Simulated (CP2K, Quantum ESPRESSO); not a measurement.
Pressure against volume in zinc-blende BAs (space group 216) (CP2K, PBE)

```
CELL_PARAMETERS angstrom
      3.31987     0.00000     0.00000
      1.65994     2.87509     0.00000
      1.65994     0.95836     2.71066
ATOMIC_POSITIONS crystal
  B  0.00000 0.00000 0.00000
  As 0.75000 0.75000 0.75000
```

Level of theory: PBE, GPW, DZVP-MOLOPT-SR-GTH basis, GTH-PBE potentials (GTH_POTENTIALS) (CP2K). Settings: CUTOFF = 520 Ry; REL_CUTOFF = 50 Ry; SMEAR/METHOD = FERMI_DIRAC; ELECTRONIC_TEMPERATURE = 116.05 K; KPOINTS/SCHEME = MACDONALD 12 12 12 0.04166666667 0.04166666667 0.04166666667; XC_FUNCTIONAL = PBE; B/BASIS_SET = DZVP-MOLOPT-SR-GTH; B/POTENTIAL = GTH-PBE-q3; As/BASIS_SET = DZVP-MOLOPT-SR-GTH; As/POTENTIAL = GTH-PBE-q5; METHOD = GPW; EPS_DEFAULT = 1e-10; NGRIDS = 4; SCF_GUESS = ATOMIC; EPS_SCF = 1e-06; MAX_SCF = 100. The cell above is the first row's. The rows scale it uniformly. In all rows fractional positions and the k mesh are held.

```
V (Å^3/atom)  P (GPa)
------------  -------
12.937              ?
13.218           8.38
13.499           5.13
13.780           2.19
14.061          -0.46
14.343          -2.86
14.624          -5.02
14.905          -6.97
15.186          -8.73
```

Problem. Fit P against V with a cubic, and predict the withheld value at V = 12.937.

Solution. With u = V - 14.2, the rows have u = -0.9820, -0.7010, -0.4200, -0.1390, 0.1430, 0.4240, 0.7050, 0.9860. Least squares gives P = -1.676 - 8.5171·u + 1.5678·u² - 0.1897·u³. Residuals (row less fit): 0.001, 0.000, -0.002, 0.001, 0.002, 0.000, -0.002, 0.001; standard error 0.002 (degrees of freedom: 4). The fitted pressure is zero at V0 = 14.01, where dP/dV = -9.133, so B0 = -V0·dP/dV = 128 GPa. At the withheld row, u = -1.2630, so P = -1.676 - 8.5171 × (-1.2630) + 1.5678 × (-1.2630)² - 0.1897 × (-1.2630)³ = 11.964 GPa. The calculation gives 11.98 GPa, 0.016 GPa above the prediction (0.1 % of the range of P in the table). The row lies outside the fitted rows, so this is an extrapolation. From the scatter of the fitted rows alone, a prediction at this place has a standard error of 0.006 GPa, so the miss is 2.8 times that.

Carrying the step between the two nearest rows on in a straight line would have given 11.63, off by 0.35; series whose last step already gives the withheld value aren't shown. The scan was laid around a cell of about the measured size, scaled by a guess for this functional. The runs keep the symmetry of the cell, so they don't test it for distortions. A plane-wave scan with the same functional (Quantum ESPRESSO, GBRV) gives V0 = 13.99 Å^3/atom and B0 = 132 GPa; a Birch-Murnaghan fit to all rows here lies 0.1 % from it in V0 and -3 % in B0; the two differ in basis, and may differ in potentials and mesh. Values carry the incompleteness of an atom-centred basis. Cutoffs and mesh are single choices, not tested for convergence of this quantity. Series with a scatter that would blur these digits, or in which a gap closes, are not shown.
